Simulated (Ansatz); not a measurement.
## Zr under a change: isotropic strain +0.50 %

Consider Zr in the hcp (Mg type) structure (space group P6_3/mmc, No. 194; a = 3.244 Å, c = 5.158 Å; relaxed with 0.1 eV smearing).

One thing is altered: the cell is scaled by 1.0050 in all directions, atoms relaxed at fixed cell.

Computed with Ansatz (a quantum-chemistry and plane-wave program), r2SCAN, PAW, cutoff 500 eV, scalar-relativistic without spin-orbit coupling. k-mesh 20×20×11 (Γ-centred); smearing 0.1 eV (Fermi–Dirac).

| quantity | base | changed | shift |
|---|---|---|---|
| volume per atom | 23.51 Å³ | 23.86 Å³ | +0.35 Å³ |
| shortest interatomic distance | 6.023 bohr | 6.054 bohr | +0.0301 bohr |
| energy relative to the base (free energy F) | 0 meV/atom | +1.5 meV/atom | +1.5 meV/atom |
| pressure (mean of the normal stresses, compression positive) | 0.0 GPa | -1.4 GPa | -1.4 GPa |
| band gap | zero | zero | – |

Final structure:

```yaml
crystal:
  lattice:
    - [3.26054, 0.00000, 0.00000]
    - [-1.63027, 2.82371, 0.00000]
    - [0.00000, 0.00000, 5.18379]
  atoms:
    - { symbol: Zr, position: [0.66667, 0.33333, 0.75000] }
    - { symbol: Zr, position: [0.33333, 0.66667, 0.25000] }
```

Stability against distortions was not tested. The final runs are not spin-polarised.
